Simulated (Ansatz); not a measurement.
## A constructed model of the (111) surface of fcc Al, a layer of Cu in place of the second plane (bottom of the slab: a bare face, its two planes held)

Computed with PBE (plane waves to 420 eV, PAW; Ansatz, an electronic-structure program).

Model: 6-atom slab, 11.8 Å thick at the start with caps and adatoms (thin: gaps and levels are the slab's own), 15x15x1 mesh, Fermi-Dirac 0.1 eV, dipole correction, 2 atoms held, the rest relaxed; symmetry of the start imposed; no spin, no spin-orbit, no U. It is one candidate, not shown to be the stable structure of the face.

The work function of the top face comes out as 4.27 eV. The energy released by relaxation comes out as 0.32 eV and the cost is very roughly 60 core-seconds.
